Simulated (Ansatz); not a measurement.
Consider the following.

End structure of a constructed model of the (111) surface of fcc Au, a layer of Zn in place of the third plane (bottom of the slab: a bare face, its two planes held):

```yaml
crystal:
  lattice:
    - [2.93959, 0.00000, 0.00000]
    - [-1.46980, 2.54576, 0.00000]
    - [0.00000, 0.00000, 28.00000]
  atoms:
    - { symbol: Au, position: [0.33333, 0.66667, 0.28870] }
    - { symbol: Au, position: [0.66667, 0.33333, 0.37442] }
    - { symbol: Au, position: [0.00000, 0.00000, 0.46168] }
    - { symbol: Zn, position: [0.33333, 0.66667, 0.53727] }
    - { symbol: Au, position: [0.66667, 0.33333, 0.61260] }
    - { symbol: Au, position: [0.00000, 0.00000, 0.70107] }
```

Model: 6-atom slab, 11.8 Å thick at the start, 15x15x1 mesh, Fermi-Dirac 0.1 eV, dipole correction, 2 atoms held, the rest relaxed; held to the start's symmetry, so lower structures may exist; no spin, no spin-orbit, no U. In PBE it is, or lies within 0.01 eV a 1x1 cell of, the lowest of the 2 structures of its composition computed so far; larger cells were not tried.

Task: Estimate the work function of the top face that PBE run with Ansatz (an electronic-structure program) returns for this input.

Result: 5.17 eV
